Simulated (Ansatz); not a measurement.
The starting structures come from a database of crystals and need not be the phases stable at ambient conditions.

 Where the default PAW files enter, the runs use the earlier of Ansatz's two default sets.

By PBEsol, the system below comes out a metal.

A figure of merit of an interconnect metal is its ballistic conductance per area.

Input:

```
W3Si2
1.0
    3.41037     0.00000     0.00000
    0.00000     6.74817     0.00000
    0.00000     0.00000     6.74817
Si W
4 6
Cartesian
  0.00000   4.27834   0.90425
  0.00000   2.46983   5.84391
  0.00000   0.90425   2.46983
  0.00000   5.84391   4.27834
  0.00000   3.37408   3.37408
  0.00000   0.00000   0.00000
  1.70518   1.07863   4.45271
  1.70518   5.66954   2.29546
  1.70518   4.45271   5.66954
  1.70518   2.29546   1.07863
```

Space group of this cell: P4/mbm. The cell is strained (all lengths scaled by 1.02); by PBEsol its mean pressure is -20.0 GPa.

The current flows along the normal of the first two printed cell vectors, the (100) plane of the conventional cell. No spin-orbit coupling; the value is a mean over 0.1 eV about the Fermi level.

**Question.** Predict the ballistic conductance per area from PBEsol in Ansatz (a first-principles code).

**Answer.** 0.61 × 10¹⁵ S/m² for both spins.
